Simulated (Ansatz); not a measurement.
Start from ZnSiP2 in the chalcopyrite structure (space group I-42d, No. 122; a = 5.3531 Å, c = 10.4452 Å). Axes: x, y, z lie along a, b, c of the conventional cell.

All numbers come from DFT with PBEsol, PAW potentials and a 420 eV plane-wave cutoff in Ansatz (a quantum-chemistry and plane-wave program), no SOC.

Base values:

The band gap is 1.16 eV and the gap character comes out as direct at Γ.

It is then changed as follows: the cell is compressed by 2.25 % along x with no lateral relaxation, atoms relaxed at fixed cell.

Problem. Predict the new stress, energy relative to the base, band gap and gap character.

Solution. The stress (xx, yy, zz, yz, xz, xy; compression positive) is (3.34, 1.58, 1.68, 0.00, 0.00, 0.00) GPa; the energy grows by 4.3 meV/atom; the band gap drops by 0.025 eV (1.16 eV → 1.14 eV); the gap character changes from direct at Γ to indirect, Γ → X–F₂ (33 % along).

The cells carry an imposed strain or load. Whether these cells are dynamically stable was not tested. k-point labels follow each cell's own Brillouin zone.
